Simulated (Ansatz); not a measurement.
CaO under load (space group I4/mmm), Ansatz (a first-principles code) with r2SCAN, rigid bands. Condition of this run: uniaxial stress along [001] of -2.2 GPa (compression positive) (the target of the relaxation). Band gap 4.17 eV, N_c = 2.79e19 cm⁻³ and N_v = 1.21e20 cm⁻³ at 300 K, conductivity masses along z (a = (0.00, 2.38, 2.41) Å; b = (2.38, 0.00, 2.41) Å; c = (2.38, 2.38, 0.00) Å) of 0.469 mₑ (electrons) and 2.26 mₑ (holes). Take k_BT = 0.02585 eV.

### Question
Find the intrinsic carrier density and the intrinsic Fermi level.

### Answer
n_i = √(N_c N_v) exp(−E_g/2k_BT) = 5.81e19 × exp(−80.65) = 5.5e-16 cm⁻³. The level lies (k_BT/2) ln(N_v/N_c) = 19 meV from mid-gap (positive towards the conduction band). Each 0.1 eV added to the gap lowers n_i by a factor of 6.9.

### Question
What thermal injection velocity √(2k_BT/πm) limits a ballistic channel along the direction named?

### Answer
7.86e6 cm/s for electrons and 3.58e6 cm/s for holes, a ratio of √(m_h/m_e) = 2.20, for dilute carriers.

### Question
A film of it is 2 nm thick, with its normal along the direction named. Estimate the confinement energies in an infinite well.

### Answer
ħ²π²/(2m t²) = 0.376 eV·nm²/(m/mₑ × t²) gives 200 meV for electrons and 41.6 meV for holes, so the gap would widen to about 4.41 eV. Finite barriers and nonparabolic bands lower this, and with several valleys or bands the heaviest mass along the normal sets the lowest level, not this average.

Rigid bands with the computed gap; masses take one relaxation time for all states. Spin-orbit coupling is left out; where it splits the top of the valence band, N_v and the p-type Seebeck coefficient come out somewhat high without it. Geometry: cell and atoms relaxed with PBEsol.
